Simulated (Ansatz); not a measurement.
# Fermi-surface data of TaC (I4/mmm)

Consider the following.

```
CELL_PARAMETERS angstrom
      0.00000     2.22022     2.21429
      2.22022     0.00000     2.21429
      2.22022     2.22022     0.00000
ATOMIC_POSITIONS crystal
  Ta 0.00000 0.00000 0.00000
  C  0.50000 0.50000 0.50000
```

The numbers are results of PBEsol, rigid bands (plane waves, PAW, scalar-relativistic; Ansatz, a program for electronic structure), not measurements. Condition of this run: uniaxial stress zz = 2 GPa (compression positive) (the target of the relaxation). How the cell was made: cell and atoms relaxed with PBEsol, then loaded as said.

- density of states at the Fermi level = 0.616 states/(eV·cell), both spins
- bare Sommerfeld coefficient = 0.73 mJ/(mol of atoms·K²)
- Drude plasma energy = 8.3 eV
- root-mean-square Fermi velocity = 9.7e5 m/s
- resistivity times τ = 7.1 ×10⁻²² Ω·m·s

A metal at this level (no band gap); rigid bands, thermally averaged at 300 K, both spins. Spin-orbit coupling is left out, which matters with elements this heavy. τ is one relaxation time for all states.
